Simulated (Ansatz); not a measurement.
Bond-angle distributions (per cent of the angles at each element, bins of 10°) of a relaxed model of amorphous Ga$_{24}$O$_{39}$B$_{2}$ at 4.76 g/cm³. Method: PBE, scalar-relativistic without spin-orbit coupling (plane waves to 420 eV, PAW; Ansatz, a quantum-chemistry and plane-wave program).

It comes from a melt-quench run on a machine-learned potential (CHGNet), relaxed afterwards by DFT. O atoms were pushed apart under 1.9 Å during the dynamics, to hinder bonds among them. The hot cell started wider than the set density and was brought back towards it in steps. It is the lowest in DFT energy of 2 quenches. It is a model cell: composition and starting density were chosen by hand, and all elements were melted together. No dispersion term was used. Its density started from a set value of 4.76 and ended at 4.76 g/cm³. The simulated quench (nominally 330 K/ps over its main leg) is rapid and tends to freeze in more defects than a deposited or slowly cooled glass has. A cell of this size samples the disorder only roughly. The volume was held where the preparation left it and the shape relaxed, at a PBE pressure of 1.4 GPa. Stress components on the final sampling reach 1.5 GPa.

Cut-offs for bonds: Ga-Ga 2.68 Å, Ga-O 2.30 Å, Ga-B 2.27 Å, O-O 1.58 Å, O-B 1.80 Å, B-B 1.97 Å. Two cations that share two anions don't count as bonded, nor two that share one unless they lie closer than Ga-Ga 2.61 Å, Ga-B 2.20 Å, B-B 1.80 Å.

| angle (°) | at Ga | at O |
|---|---|---|
| 50-60 | 0 | 0 |
| 60-70 | 0 | 0 |
| 70-80 | 2 | 0 |
| 80-90 | 15 | 0 |
| 90-100 | 16 | 6 |
| 100-110 | 28 | 21 |
| 110-120 | 17 | 31 |
| 120-130 | 14 | 27 |
| 130-140 | 3 | 9 |
| 140-150 | 0 | 7 |
| 150-160 | 2 | 0 |
| 160-170 | 3 | 0 |
| 170-180 | 1 | 0 |

They go with these counts of neighbours within the cut-offs, cation contacts included: Ga mean 4.3, most often 4; O mean 2.8, most often 3.
